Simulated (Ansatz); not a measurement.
Consider MoS$_{2}$ in the 3R-MoS2 type structure (space group R3m, No. 160; layered, stacked along the Cartesian z axis).

```
MoS2
1.0
    1.58770     0.91666     6.19534
   -1.58770     0.91666     6.19534
    0.00000    -1.83332     6.19534
Mo S
1 2
Cartesian
  0.00000   0.00000   0.00009
  0.00000   0.00000  13.94500
  0.00000   0.00000  10.83567
```

Cartesian axes are those of the cell as printed.

Calculations: r2SCAN+rVV10 (Ansatz, an electronic-structure program; PAW; 500 eV plane waves; no spin-orbit coupling), earlier PAW set.

Strains are applied to the cell and any free atomic positions relax; under biaxial strain the out-of-plane vector relaxes too.

One change was made to it. Results:

```tsv
quantity	base	after
volume per atom	18.03 Å³	17.78 Å³
hole mass	0.85 mₑ along k, 0.69 mₑ across (at T)	0.79 mₑ (at T)
```

### Question
Which change produced these results?
(A) biaxial strain −2.91 %, plane normal [001], relaxed out of plane
(B) biaxial strain −0.99 %, plane normal [001], relaxed out of plane
(C) biaxial strain −0.54 %, plane normal [001], relaxed out of plane
(D) uniaxial strain ε_yy = +2.02 %

### Answer
B, biaxial strain −0.99 %, plane normal [001], relaxed out of plane. For comparison, the hole mass in the other runs: uniaxial strain ε_yy = +2.02 % gives 0.69 mₑ along x, 0.58 mₑ along y, 0.91 mₑ along z (at T); biaxial strain −0.54 %, plane normal [001], relaxed out of plane gives 0.81 mₑ along k, 0.74 mₑ across (at T); biaxial strain −2.91 %, plane normal [001], relaxed out of plane gives 0.70 mₑ along k, 1.1 mₑ across (at T).

The levels and masses belong to the bands next to the band gap. Effective masses come from finite differences of ±0.01 Å⁻¹. Along k means along the line from Γ to the band edge. Stability against distortions was not tested.
